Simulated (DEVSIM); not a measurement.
System: Au/SiO2/p-Ge capacitor, at 400 K.

```tsv
layer (left to right)	material	thickness (nm)	Na (cm⁻³)
1	SiO2	2.00	-
2	Ge	11000	3e15
```

Metal gate on the left, work function 5.1 eV. Fixed charge at the semiconductor interface 1.9e11 cm⁻² (in units of +e); no interface traps.

Constants are typed, rounded textbook-type inputs, not results; the design itself was drawn at random and stands for no fabricated device. Values at 300 K; Nc and Nv go as T^1.5, mobilities as T to minus their exponent, the gap by Varshni's rule with the affinity fixed.

```tsv
parameter	SiO2	Ge
gap (eV)	9	0.664
affinity (eV)	0.9	4
permittivity	3.9	16
Nc (cm⁻³)	-	1.04e19
Nv (cm⁻³)	-	6e18
Varshni α (eV/K)	-	0.000477
Varshni β (K)	-	235
```

DEVSIM, 1D Poisson equation in equilibrium, Boltzmann statistics, complete ionisation; no quantum confinement or tunnelling. Metal contacts follow the ideal Schottky-Mott rule: no Fermi-level pinning, no interface dipoles.

**Question.** Tabulate band edges, carrier densities and field at 0.8 V on the gate.

**Answer.** Energies count from the Fermi level of the right contact; mesh points crowd at the junctions.

```csv
x (μm),Ec (eV),Ev (eV),n (cm⁻³),p (cm⁻³),field (V/cm)
0.000,3.400,-5.600,< 1e2,< 1e2,-60000
0.0008876,3.395,-5.605,< 1e2,< 1e2,-60000
0.001713,3.390,-5.610,< 1e2,< 1e2,-60000
0.002904,0.289,-0.336,3.7e15,5.5e14,6700
0.006947,0.291,-0.333,3.4e15,5.9e14,6400
0.01462,0.296,-0.328,3.0e15,6.8e14,5900
0.03191,0.305,-0.319,2.3e15,8.9e14,5000
0.09277,0.328,-0.296,1.2e15,1.7e15,2700
0.2154,0.347,-0.277,6.8e14,3.0e15,730
0.4847,0.353,-0.271,5.7e14,3.5e15,33
1.092,0.353,-0.271,5.7e14,3.6e15,≈ 0
3.230,0.353,-0.271,5.7e14,3.6e15,≈ 0
6.809,0.353,-0.271,5.7e14,3.6e15,≈ 0
9.144,0.353,-0.271,5.7e14,3.6e15,≈ 0
10.40,0.353,-0.271,5.7e14,3.6e15,≈ 0
10.73,0.353,-0.271,5.7e14,3.6e15,≈ 0
10.88,0.353,-0.271,5.7e14,3.6e15,≈ 0
10.95,0.353,-0.271,5.7e14,3.6e15,≈ 0
10.98,0.353,-0.271,5.7e14,3.6e15,≈ 0
10.99,0.353,-0.271,5.7e14,3.6e15,≈ 0
11.00,0.353,-0.271,5.7e14,3.6e15,≈ 0
11.00,0.353,-0.271,5.7e14,3.6e15,≈ 0
```
